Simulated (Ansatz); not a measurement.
The parent structure is Rh in the fcc (Cu type) structure (space group Fm-3m, No. 225; a = 3.755 Å; relaxed with 0.1 eV smearing). Axes: x, y, z lie along the cube axes.

Method: LDA (Ansatz, a program for electronic structure), no SOC.

Strains are applied to the cell and any free atomic positions relax; under biaxial strain the out-of-plane vector relaxes too.

One change was made to it. Results:

```json
[
 {"quantity": "pressure (mean of the normal stresses, compression positive)", "base": "0.0 GPa", "after": "4.0 GPa"},
 {"quantity": "energy relative to the base (free energy F)", "base": "0 meV/atom", "after": "+4.0 meV/atom"}
]
```

Problem. What was done to the base?
A. biaxial strain +2.08 %, plane normal [111], relaxed out of plane
B. biaxial strain −2.50 %, plane normal [111], relaxed out of plane
C. biaxial strain −0.83 %, plane normal [111], relaxed out of plane

Solution. C, biaxial strain −0.83 %, plane normal [111], relaxed out of plane. For comparison, the energy relative to the base in the other runs: biaxial strain −2.50 %, plane normal [111], relaxed out of plane gives +39 meV/atom; biaxial strain +2.08 %, plane normal [111], relaxed out of plane gives +23 meV/atom.

Stability against distortions was not tested. All final runs are without spin polarisation. Rh lies near a magnetic instability that expansion can trigger; it was not tested.
